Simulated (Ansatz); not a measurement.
NbAs, pressure series

The parent structure is NbAs (space group I4_1md, No. 109; a = 3.474 Å, c = 11.749 Å).

Cell and atoms are relaxed at each pressure.

Calculations: Ansatz (an electronic-structure program), PBE, PAW, cutoff 420 eV, no spin-orbit coupling.

```csv
P (GPa),V (Å³/atom)
-2.00,17.949
-1.00,17.832
0.30,17.687
0.70,17.643
1.50,17.558
3.00,17.403
5.00,17.208
7.50,16.979
10.00,16.764
```

Question: Fit a third-order Birch–Murnaghan equation of state.

Answer: Least squares on P(V) = (3B₀/2)[(V₀/V)^(7/3) − (V₀/V)^(5/3)]·[1 + (3/4)(B₀′ − 4)((V₀/V)^(2/3) − 1)] gives V₀ = 17.72 Å³/atom, B₀ = 160 GPa and B₀′ = 4.3.

Load acts through the strain it causes; cell and atoms are relaxed under it. Stability against distortions was not tested. No other phases were tried under pressure. All final runs are without spin polarisation.
